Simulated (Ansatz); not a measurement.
# Pressure series in BaTiO3

Start from BaTiO₃ (space group R3m, No. 160; a = 5.6353 Å, c = 6.9259 Å (hexagonal axes)).

Cell and atoms are relaxed at each pressure.

All numbers come from Ansatz (a quantum-chemistry and plane-wave program), PBEsol, PAW, cutoff 420 eV, without spin-orbit coupling, earlier PAW set.

Candidates:
(a) pressure 7.5 GPa
(b) pressure 10 GPa
(c) pressure 3 GPa
(d) pressure −1 GPa
(e) pressure −2 GPa

Before the change:

| Property | Value |
|---|---|
| Band gap | 2.32 eV |

### Question
Order them by band gap, highest first.

### Answer
(e) pressure −2 GPa (2.44 eV), (d) pressure −1 GPa (2.38 eV), (c) pressure 3 GPa (2.17 eV), (a) pressure 7.5 GPa (1.99 eV), (b) pressure 10 GPa (1.92 eV)

Load acts through the strain it causes; cell and atoms are relaxed under it. Whether these cells are dynamically stable was not tested. Competing high-pressure phases were not computed. The final runs are not spin-polarised. This is not the structure that BaTiO3 has at room temperature and ambient pressure.
